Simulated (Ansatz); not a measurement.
# Ta on a Co site (surface) in a 3x3 cell of the 1x1 (0001) surface of hcp Co, ferromagnetic

These are PBE (plane waves to 420 eV, PAW; Ansatz, an electronic-structure program) values and carry that method's errors.

Model: 36-atom slab, 6.0 Å thick at the start (thin: gaps and levels are the slab's own), 5x5x1 mesh, Fermi-Dirac 0.1 eV, dipole correction, 9 atoms held, the rest relaxed; symmetry of the start imposed; spin-polarised, no spin-orbit, no U.

```
Quantity                                                                                Value
----------------------------------------------------------------------------------  ---------
formation energy against hcp Co, ferromagnetic, bcc Ta                               0.028 eV
work function of the top face                                                         4.89 eV
change of the work function                                                         -0.073 eV
change of the step from the bottom to the top vacuum level, against the clean slab  -0.070 eV
energy released by relaxation                                                         0.28 eV
magnetic moment of the cell                                                          55.89 μB
largest move of a host atom                                                            0.14 Å
```
